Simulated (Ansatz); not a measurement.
Consider this model of amorphous Si$_{24}$O$_{48}$H$_{2}$.

```xyz
74
Lattice="10.3178 0.0000 0.0000 0.0000 10.3178 0.0000 0.0000 0.0000 10.3178" Properties=species:S:1:pos:R:3 pbc="T T T"
Si     0.2152     1.6410     4.2954
Si    10.0646     4.9818     7.1814
Si     6.8449     7.7467     0.9989
Si     3.8595     0.8445     5.9679
Si     0.8262     7.1811     1.1700
Si     1.2833     2.1289     6.9991
Si     8.8436     7.0621     3.1604
Si     9.9578     4.4045     3.2709
Si     4.7225     5.8416     4.9891
Si     0.4491     1.7616     9.9303
Si     1.7449     5.8722     5.1855
Si     8.4520     9.8630     4.5639
Si     7.1189     5.6211     7.0671
Si     5.7897     1.3569     3.3861
Si     9.7206     4.7508    10.1631
Si     4.6845     0.4806     0.9534
Si     5.9281     0.7400     8.3999
Si     6.6842     5.2071    10.0797
Si     3.7391     8.2988     1.6391
Si     9.2893     9.2729    10.0616
Si     2.4390     2.3491     2.0748
Si     3.3105     8.3988     4.6457
Si     4.9076     4.1576     2.2928
Si     7.7709     8.8034     7.5001
O      7.3862     7.2467     7.1820
O      7.6946     6.8444     2.0332
O      2.0011     7.4380     4.7236
O      6.5479     9.5523     8.2810
O      6.5903     6.8353     9.9916
O      1.0886     4.8397     4.1228
O      4.6431     7.4917     4.9963
O      5.3242     7.8411     1.6351
O      5.3176     1.0675     9.9012
O      5.8621     0.2926     2.1337
O      4.7480     0.7424     7.3019
O      9.8483     5.4796     8.7042
O      9.4614     2.8675     4.1280
O      4.9808     5.3187     3.4436
O      2.8028     2.0335     6.3657
O      9.7549     0.5173    10.2759
O      5.8384     2.8976     2.8723
O      9.9860     3.1715     9.9012
O      8.2401     8.4053     3.9329
O      7.8608     8.9993     0.5747
O      2.4775     7.3055     1.2892
O      8.1492     4.7615     0.3055
O      5.9535     5.3675     5.9482
O      0.0123     7.4508     2.5690
O      1.1864     1.4631     8.4889
O      3.1816     9.7086     5.6218
O      1.5848     1.8971     3.4120
O      3.2949     3.7689     2.1376
O      0.7040     6.0721     6.4409
O      0.4423     1.3102     5.8773
O      1.5805     2.0021     0.7533
O      0.6317     3.6096     7.0870
O      3.4497     8.9360     3.1126
O      8.5122     4.8688     6.6250
O      3.7237     1.3619     1.9122
O      5.5471     4.5990     0.8200
O      3.2701     5.3024     5.5451
O      6.5630     4.8432     8.4581
O      7.0924     1.8287     8.0756
O      0.4993     5.6648     0.6640
O      3.7931     9.5016     0.5301
O      0.2321     8.3284     0.1709
O      4.7968     1.2074     4.6550
O      9.7811     0.2075     3.9103
O      8.1280     9.6870     6.1373
O      8.9503     5.6727     3.9763
O      7.3796     0.9713     4.0903
O      9.0618     8.9234     8.4801
H      8.0078     1.7795     4.0656
H      6.8996     2.7767     8.1956
```

Level of theory: PBE, scalar-relativistic without spin-orbit coupling (plane waves to 420 eV, PAW; Ansatz, a first-principles code). The usual formal charges leave 2 electrons over, so the level spacing at the Fermi energy parts defect or band states and needn't be the band gap.

It comes from a melt-quench run on a machine-learned potential (CHGNet), relaxed afterwards by DFT. O atoms were pushed apart under 1.9 Å during the dynamics, to hinder bonds among them. The hot cell started wider than the set density and was brought back towards it in steps. It is the lowest in DFT energy of 2 quenches. It is a model cell: composition and starting density were chosen by hand, and all elements were melted together. No dispersion term was used. Its density started from a set value of 2.18 and ended at 2.18 g/cm³. The quench (nominally 670 K/ps over its main leg) was far faster than any real one, so the model tends to hold more defects than a real film. One small periodic cell is one sample of the glass; other quenches scatter about these values. The volume was held where the preparation left it, at a PBE pressure of -1.6 GPa (tension). Stress components on the final sampling reach 3.2 GPa. On a 2×2×2 Γ-centred mesh force components of up to 0.22 eV/Å stay, since the relaxation ran on the zone centre alone.

Neighbours within Si-Si 2.60 Å, Si-O 2.00 Å, Si-H 1.70 Å, O-O 1.58 Å, O-H 1.16 Å, H-H 0.90 Å count as bonded. Two cations that share two anions don't count as bonded, nor two that share one unless they lie closer than Si-Si 2.38 Å.

Task: Give the coordination numbers, mean bond lengths and angles.

Result: 
```
Property                                                         Result
---------------------------------  ------------------------------------
Mean coordination of Si by anions            3.96 (1 with 3, 23 with 4)
Mean coordination of O                       2.02 (47 with 2, 1 with 3)
Mean coordination of H                                  1.00 (2 with 1)
Mean Si-O bond                     1.647 Å (spread 0.039 Å, 95 counted)
Mean O-H bond                       0.999 Å (spread 0.025 Å, 2 counted)
Bond angle at Si                               mean 109.2°, spread 6.3°
Bond angle at O                               mean 140.3°, spread 15.8°
```

Task: Which atoms depart from the most common coordination of their element?

Result: Si8 has 3 (O30 1.74 Å, O70 1.77 Å, O37 1.83 Å); O71 has 3 (H73 1.02 Å, Si14 1.78 Å, Si12 1.85 Å).

Task: List the pairs of like atoms that count as bonded by the rules above.

Result: There are none by these rules.
